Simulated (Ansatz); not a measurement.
Structures of equal composition on the (111) surface of fcc Au: a layer of Ge in place of the second plane; a layer of Ge in place of the third plane. The slabs share one bottom face, and each structure is named by its start. These are constructed structures in small cells; real faces may alloy, dewet or reconstruct in larger ones, and not all known structures of the face are among them. Slabs of about 12 Å with all that they carry, Fermi-Dirac smearing of 0.1 eV. Bottom of the slabs: a bare face, its two planes held. Relaxed from the named starts with such symmetry as they have, on meshes of like density; energies extrapolated to zero smearing; no spin-orbit coupling, no U. Spin-polarised runs, if any, are marked in brackets, and their order is one that fits the cell; the others ran without spin.

These are PBE (plane waves to 420 eV, PAW; Ansatz, an electronic-structure program) values and carry that method's errors.

### Question
Put the candidates in order of energy per 1x1 cell, lowest first, for PBE.

### Answer
a layer of Ge in place of the second plane (0.000 eV), a layer of Ge in place of the third plane (0.089 eV)
